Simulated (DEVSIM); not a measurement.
Device: Al0.1Ga0.9As/GaAs p-n heterojunction, at 250 K.

```
layer (left to right)      material  thickness (μm)  Nd (cm⁻³)  Na (cm⁻³)   τn (s)   τp (s)
---------------------  ------------  --------------  ---------  ---------  -------  -------
1                      Al0.1Ga0.9As           0.150          -     2.2e16  4.9e-10  4.9e-10
2                              GaAs            2.80     1.5e16          -  4.9e-10  4.9e-10
```

Left contact: ohmic. Right contact: ohmic. Voltage is applied to the left contact. Recombination: SRH at mid-gap, radiative, Auger. Mobility is μmin + (μ − μmin)/(1 + (N/Nref)^α).

The device is made up for the run: typed textbook-type constants, with dimensions and the other settings drawn at random. Values at 300 K; Nc and Nv go as T^1.5, mobilities as T to minus their exponent, the gap by Varshni's rule with the affinity fixed.

| parameter | Al0.1Ga0.9As | GaAs |
|---|---|---|
| gap (eV) | 1.5487 | 1.424 |
| affinity (eV) | 3.991 | 4.07 |
| permittivity | 12.62 | 12.9 |
| Nc (cm⁻³) | 5.17e17 | 4.7e17 |
| Nv (cm⁻³) | 9e18 | 9e18 |
| μn (cm²/Vs) | 6520 | 8500 |
| μp (cm²/Vs) | 317 | 400 |
| μn,min | 500 | 500 |
| μp,min | 20 | 20 |
| Nref,n | 6e16 | 6e16 |
| Nref,p | 1.5e17 | 1.5e17 |
| αn | 0.39 | 0.39 |
| αp | 0.38 | 0.38 |
| T exponent of μn | 2.1 | 2.1 |
| T exponent of μp | 2.2 | 2.2 |
| B (cm³/s) | 2e-10 | 2e-10 |
| Cn (cm⁶/s) | 1e-30 | 1e-30 |
| Cp (cm⁶/s) | 1e-30 | 1e-30 |
| Varshni α (eV/K) | 0.000541 | 0.000541 |
| Varshni β (K) | 204 | 204 |

Simulated with DEVSIM: 1D drift-diffusion, Boltzmann statistics, complete ionisation; no tunnelling, impact ionisation, image-force lowering or self-heating. Band offsets follow the typed affinities; no thermionic-emission limit at abrupt steps, no polarisation charge.

Task: Tabulate band edges, carrier densities and field at -2.0 V on the left contact.

Result: Energies count from the Fermi level of the right contact; mesh points crowd at the junctions.

```json
[
 {"x (μm)": "0.000", "Ec (eV)": "3.447", "Ev (eV)": "1.876", "n (cm⁻³)": "< 1e2", "p (cm⁻³)": "2.2e16", "field (V/cm)": "-52000"},
 {"x (μm)": "0.005077", "Ec (eV)": "3.421", "Ev (eV)": "1.850", "n (cm⁻³)": "< 1e2", "p (cm⁻³)": "6.5e15", "field (V/cm)": "-52000"},
 {"x (μm)": "0.01596", "Ec (eV)": "3.362", "Ev (eV)": "1.791", "n (cm⁻³)": "< 1e2", "p (cm⁻³)": "4.3e14", "field (V/cm)": "-55000"},
 {"x (μm)": "0.03678", "Ec (eV)": "3.240", "Ev (eV)": "1.669", "n (cm⁻³)": "< 1e2", "p (cm⁻³)": "1.5e12", "field (V/cm)": "-62000"},
 {"x (μm)": "0.09608", "Ec (eV)": "2.817", "Ev (eV)": "1.246", "n (cm⁻³)": "< 1e2", "p (cm⁻³)": "4400", "field (V/cm)": "-81000"},
 {"x (μm)": "0.1254", "Ec (eV)": "2.567", "Ev (eV)": "0.996", "n (cm⁻³)": "< 1e2", "p (cm⁻³)": "< 1e2", "field (V/cm)": "-90000"},
 {"x (μm)": "0.1407", "Ec (eV)": "2.425", "Ev (eV)": "0.854", "n (cm⁻³)": "< 1e2", "p (cm⁻³)": "< 1e2", "field (V/cm)": "-95000"},
 {"x (μm)": "0.1494", "Ec (eV)": "2.342", "Ev (eV)": "0.771", "n (cm⁻³)": "< 1e2", "p (cm⁻³)": "< 1e2", "field (V/cm)": "-97000"},
 {"x (μm)": "0.1544", "Ec (eV)": "2.215", "Ev (eV)": "0.769", "n (cm⁻³)": "< 1e2", "p (cm⁻³)": "< 1e2", "field (V/cm)": "-95000"},
 {"x (μm)": "0.1644", "Ec (eV)": "2.122", "Ev (eV)": "0.676", "n (cm⁻³)": "< 1e2", "p (cm⁻³)": "< 1e2", "field (V/cm)": "-92000"},
 {"x (μm)": "0.1868", "Ec (eV)": "1.920", "Ev (eV)": "0.474", "n (cm⁻³)": "< 1e2", "p (cm⁻³)": "< 1e2", "field (V/cm)": "-88000"},
 {"x (μm)": "0.2556", "Ec (eV)": "1.366", "Ev (eV)": "-0.080", "n (cm⁻³)": "< 1e2", "p (cm⁻³)": "< 1e2", "field (V/cm)": "-73000"},
 {"x (μm)": "0.3844", "Ec (eV)": "0.597", "Ev (eV)": "-0.850", "n (cm⁻³)": "340000", "p (cm⁻³)": "< 1e2", "field (V/cm)": "-46000"},
 {"x (μm)": "0.6427", "Ec (eV)": "0.072", "Ev (eV)": "-1.374", "n (cm⁻³)": "1.2e16", "p (cm⁻³)": "< 1e2", "field (V/cm)": "-1300"},
 {"x (μm)": "1.521", "Ec (eV)": "0.068", "Ev (eV)": "-1.378", "n (cm⁻³)": "1.5e16", "p (cm⁻³)": "< 1e2", "field (V/cm)": "≈ 0"},
 {"x (μm)": "2.251", "Ec (eV)": "0.068", "Ev (eV)": "-1.378", "n (cm⁻³)": "1.5e16", "p (cm⁻³)": "< 1e2", "field (V/cm)": "≈ 0"},
 {"x (μm)": "2.630", "Ec (eV)": "0.068", "Ev (eV)": "-1.378", "n (cm⁻³)": "1.5e16", "p (cm⁻³)": "< 1e2", "field (V/cm)": "≈ 0"},
 {"x (μm)": "2.799", "Ec (eV)": "0.068", "Ev (eV)": "-1.378", "n (cm⁻³)": "1.5e16", "p (cm⁻³)": "< 1e2", "field (V/cm)": "≈ 0"},
 {"x (μm)": "2.898", "Ec (eV)": "0.068", "Ev (eV)": "-1.378", "n (cm⁻³)": "1.5e16", "p (cm⁻³)": "< 1e2", "field (V/cm)": "≈ 0"},
 {"x (μm)": "2.928", "Ec (eV)": "0.068", "Ev (eV)": "-1.378", "n (cm⁻³)": "1.5e16", "p (cm⁻³)": "< 1e2", "field (V/cm)": "≈ 0"},
 {"x (μm)": "2.942", "Ec (eV)": "0.068", "Ev (eV)": "-1.378", "n (cm⁻³)": "1.5e16", "p (cm⁻³)": "< 1e2", "field (V/cm)": "≈ 0"},
 {"x (μm)": "2.950", "Ec (eV)": "0.068", "Ev (eV)": "-1.378", "n (cm⁻³)": "1.5e16", "p (cm⁻³)": "< 1e2", "field (V/cm)": "≈ 0"}
]
```
